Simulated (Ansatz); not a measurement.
# Response to strain in C

Take C in the diamond structure (space group Fd-3m, No. 227; a = 3.560 Å) as the base. Axes: x, y, z lie along the cube axes.

Strains are applied to the cell and any free atomic positions relax; under biaxial strain the out-of-plane vector relaxes too.

Level of theory: Kohn–Sham DFT with the r2SCAN functional, run in Ansatz (an electronic-structure program) with PAW and 500 eV plane waves, no spin-orbit coupling.

```json
[
 {"case": "base", "band gap": "4.36 eV", "out-of-plane strain": "–", "shortest interatomic distance": "1.542 Å", "gap character": "–"},
 {"case": "biaxial strain −2.50 %, plane normal [111], relaxed out of plane", "band gap": "4.40 eV", "out-of-plane strain": "+0.25 %", "shortest interatomic distance": "(withheld)", "gap character": "indirect, Γ → F–Γ (25 % along)"},
 {"case": "biaxial strain −2.08 %, plane normal [111], relaxed out of plane", "band gap": "4.40 eV", "out-of-plane strain": "+0.21 %", "shortest interatomic distance": "1.514 Å", "gap character": "indirect, Γ → F–Γ (25 % along)"},
 {"case": "biaxial strain −1.67 %, plane normal [111], relaxed out of plane", "band gap": "4.40 eV", "out-of-plane strain": "+0.17 %", "shortest interatomic distance": "(withheld)", "gap character": "indirect, Γ → F–Γ (25 % along)"},
 {"case": "biaxial strain −1.25 %, plane normal [111], relaxed out of plane", "band gap": "4.40 eV", "out-of-plane strain": "+0.12 %", "shortest interatomic distance": "(withheld)", "gap character": "indirect, Γ → k = (0, 3/8, -3/8) in the run's primitive reciprocal basis"},
 {"case": "biaxial strain −0.83 %, plane normal [111], relaxed out of plane", "band gap": "4.39 eV", "out-of-plane strain": "+0.08 %", "shortest interatomic distance": "1.531 Å", "gap character": "indirect, Γ → F–Γ (25 % along)"},
 {"case": "biaxial strain −0.42 %, plane normal [111], relaxed out of plane", "band gap": "(withheld)", "out-of-plane strain": "+0.04 %", "shortest interatomic distance": "1.536 Å", "gap character": "indirect, Γ → F–Γ (25 % along)"}
]
```

### Question
Fill in the withheld entries from the trend.

### Answer

- biaxial strain −2.50 %, plane normal [111], relaxed out of plane, shortest interatomic distance: 1.509 Å
- biaxial strain −1.67 %, plane normal [111], relaxed out of plane, shortest interatomic distance: 1.520 Å
- biaxial strain −1.25 %, plane normal [111], relaxed out of plane, shortest interatomic distance: 1.525 Å
- biaxial strain −0.42 %, plane normal [111], relaxed out of plane, band gap: 4.38 eV

Whether these cells are dynamically stable was not tested. k-point labels follow each cell's own Brillouin zone.
